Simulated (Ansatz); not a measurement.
Take BeSe in the zinc blende structure (space group F-43m, No. 216) as the base.

```xyz
2
Lattice="0.0000 2.5645 2.5645 2.5645 0.0000 2.5645 2.5645 2.5645 0.0000" Properties=species:S:1:pos:R:3 pbc="T T T"
Se     3.8467     3.8467     3.8467
Be     0.0000     0.0000     0.0000
```

The other end (x = 1) is BeS in the zinc blende structure (space group F-43m, No. 216): 14.15 Å³/atom, gap 2.91 eV.

All numbers come from plane-wave PAW DFT at the PBEsol level (Ansatz, an electronic-structure program, 420 eV), without spin-orbit coupling.

S replaces a fraction x of Se; each row is one arrangement (x, atoms in the cell, starting space group or random), fully relaxed.

One change was made to it. Results:

```json
[
 {"quantity": "volume per atom", "base": "16.86 Å³", "after": "14.81 Å³"},
 {"quantity": "mixing energy", "base": "–", "after": "+13 meV/atom"},
 {"quantity": "gap character (in this cell's own zone, which can be folded)", "base": "–", "after": "indirect, Γ → T"}
]
```

Q: Which of these changes matches the shifts?
A. x(S) = 0.75, 8 atoms, I-42m
B. x(S) = 0.75, 8 atoms, Amm2
C. x(S) = 0.25, 8 atoms, P-43m

A: B, x(S) = 0.75, 8 atoms, Amm2. For comparison, the gap character in the other runs: x(S) = 0.75, 8 atoms, I-42m gives indirect, Γ → M; x(S) = 0.25, 8 atoms, P-43m gives direct at Γ.

These are small ordered cells, not random alloys; other orderings at the same x differ. Stability against distortions was not tested. Labels are those of the standard path for the cell's own space group.
